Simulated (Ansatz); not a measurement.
The structure below was relaxed with PBE (Ansatz, a program for electronic structure; PAW; 420 eV plane waves; no spin-orbit coupling), at pressure 30 GPa.

Space group Pm-3m (No. 221); a = 3.4686 Å, b = 3.4686 Å, c = 3.4686 Å, α = 90.00°, β = 90.00°, γ = 90.00°

```csv
atom,site,symmetry,x,y,z
Tl,1a,m-3m,0.0000,0.0000,0.0000
Br,1b,m-3m,0.5000,0.5000,0.5000
```

### Question
Write out a cell with all atoms.

### Answer
```cif
data_BrTl
_chemical_formula_sum 'Tl1 Br1'
_space_group_name_H-M_alt 'P 1'
_space_group_IT_number 1
_cell_length_a 3.46863
_cell_length_b 3.46863
_cell_length_c 3.46863
_cell_angle_alpha 90.000
_cell_angle_beta 90.000
_cell_angle_gamma 90.000
loop_
_space_group_symop_operation_xyz
  'x, y, z'
loop_
_atom_site_label
_atom_site_type_symbol
_atom_site_fract_x
_atom_site_fract_y
_atom_site_fract_z
_atom_site_occupancy
Tl1 Tl 0.00000 0.00000 0.00000 1
Br1 Br 0.50000 0.50000 0.50000 1
```
This is the conventional cell.

A case with no gap was solved on a k-mesh chosen for an insulator, which is coarse for it. Load acts through the strain it causes; cell and atoms are relaxed under it. Whether these cells are dynamically stable was not tested. No other phases were tried under pressure. All final runs are without spin polarisation. The cell was made from TlBr in the CsCl type structure (space group Pm-3m, No. 221) by this change: pressure 30 GPa.
